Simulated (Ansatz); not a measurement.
Results of r²SCAN-D4 in Ansatz (PAW) for fluorite NiSi2.

Settings: plane-wave cutoff 560 eV, 18×18×18 k mesh, Fermi–Dirac smearing 0.05 eV, no spin polarisation, scalar-relativistic PAW data made under PBE.

Computed at the level's own relaxed cell.

Give the computed equilibrium volume per atom, bulk modulus B0, lattice constant a and pressure derivative B′ of the bulk modulus.


equilibrium volume per atom: 12.88 Å³/atom
bulk modulus B0: 167 GPa
lattice constant a: 5.367 Å
pressure derivative B′ of the bulk modulus: 5.0

The run finds no gap.

Measured, for comparison: equilibrium volume per atom 13.17 Å³/atom, lattice constant a 5.406 Å (temperature not stated, no zero-point or thermal correction; as tabulated in Wikipedia's data pages). Computed (rounded) less measured: equilibrium volume per atom -2.2 %, lattice constant a -0.7 %. A static lattice is as a rule a little smaller and stiffer than an uncorrected measurement, which narrows the difference in the lattice constant a and would widen misses of the other sign.

The computed numbers hold no vibrational or temperature effects.

Ansatz is a program for electronic structure.
